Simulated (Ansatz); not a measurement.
# GePt (Pnma, No. 62)

Method: PBE (Ansatz, a first-principles code, PAW).

Run with plane-wave cutoff 500 eV, 8×10×8 k mesh (along the axes of the cell as run), Fermi–Dirac smearing 0.05 eV, scalar-relativistic PAW data made under PBE.

Cell: relaxed at this level.

```
Item                                 Value
---------------------------  -------------
equilibrium volume per atom  16.87 Å³/atom
band gap                     zero (no gap)
```

Spin–orbit coupling is not included.

The computed numbers hold no vibrational or temperature effects.

It cost about 7 core-minutes (a rough figure) of CPU time.
